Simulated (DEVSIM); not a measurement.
Device: abrupt GaSb n-p junction, at 300 K.

```csv
layer (left to right),material,thickness (μm),Nd (cm⁻³),Na (cm⁻³),τn (s),τp (s)
1,GaSb,12.0,1.2e15,-,2.9e-8,2.9e-8
2,GaSb,85.0,-,2.3e15,2.9e-8,2.9e-8
```

Left contact: ohmic. Right contact: ohmic. Voltage is applied to the left contact. Recombination: SRH at mid-gap. Mobility is μmin + (μ − μmin)/(1 + (N/Nref)^α).

The device is made up for the run: typed textbook-type constants, with dimensions and the other settings drawn at random. Values at 300 K.

```tsv
parameter	GaSb
gap (eV)	0.726
affinity (eV)	4.06
permittivity	15.7
Nc (cm⁻³)	2.1e17
Nv (cm⁻³)	1.8e19
μn (cm²/Vs)	5000
μp (cm²/Vs)	850
μn,min	1000
μp,min	190
Nref,n	2.8e17
Nref,p	9e17
αn	1.05
αp	0.65
```

Model (solved in DEVSIM): 1D drift-diffusion, Boltzmann statistics, complete ionisation; no tunnelling, impact ionisation, image-force lowering or self-heating.

The doping Na of layer 2 was swept, all else fixed.

| doping Na of layer 2 (cm^-3) | largest field in the device at zero bias (V/cm) | potential step across the device at zero bias (V) | dark forward voltage at 1 A/cm² (V) |
|---|---|---|---|
| 6.9e13 | 2200 | 0.270 | 0.552 |
| 2.3e14 | 3400 | 0.301 | 0.395 |
| 6.9e14 | 5300 | 0.330 | 0.327 |
| 2.3e15 | 7500 | 0.361 | 0.303 |
| 6.9e15 | 9000 | 0.389 | 0.300 |
| 2.3e16 | … | 0.420 | 0.301 |
| 6.9e16 | 15000 | 0.449 | 0.301 |

**Question.** Some entries are withheld; supply them.

**Answer.** 
- 2.3e16, largest field in the device at zero bias (V/cm): 11000
